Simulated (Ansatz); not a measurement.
SnSe2: energy against strain

SnSe2 (1T layered, P-3m1, 25.570 Å³/atom at rest, c along z) under an equal strain ε in the (0001) plane with the normal axis free, as in a coherent film. PBE-D3(BJ) in Ansatz, a plane-wave DFT program (PAW, default set), 420 eV, 10×10×6 Γ-centred mesh, Fermi-Dirac smearing 0.05 eV; ions are relaxed within the symmetry of each cell.

Here s stands for strain and y for E less E0.

```csv
strain (%),E less E0 (meV/atom)
-1.50,4.15
-1.00,1.80
-0.50,0.43
0.00,0.00
0.50,0.46
1.00,1.75
1.50,3.84
3.00,?
```

Task: Using a parabola, estimate the missing y at s = 3.00 from the other rows, showing the fit.

Result: Least squares gives y = 0.000 - 0.0714·s + 1.7752·s². Residuals (row less fit): 0.049, -0.047, -0.049, 0.000, 0.052, 0.046, -0.047; standard error 0.059 (degrees of freedom: 4). Twice the quadratic coefficient over the volume, 2 × 1.7752 meV × 10⁴ × 0.1602 / 25.570 Å³, is twice the biaxial elastic modulus of this plane = 222 ± 3 GPa. At the withheld row, y = 0.000 - 0.0714 × 3.0 + 1.7752 × 3.0² = 15.763 meV/atom. The calculation gives 14.17 meV/atom, 1.593 meV/atom below the prediction (11.2 % of the range of y in the table). The row lies outside the fitted rows, so this is an extrapolation. From the scatter of the fitted rows alone, a prediction at this place has a standard error of 0.227 meV/atom, so the miss is 7.0 times that.

One order more, fitted to all 13 runs of the series, follows each within 0.02, so the miss is the next term of a smooth law. This level leaves no gap over 0.05 eV at strain 3.00, where the mesh may be coarse. Rows are the converged runs of the series near zero and its far end; series whose fitted rows scatter by over a few per cent of the range, as at a crossing or softening among them, aren't shown in this form. Most that stay on the fit to the last digits aren't either.
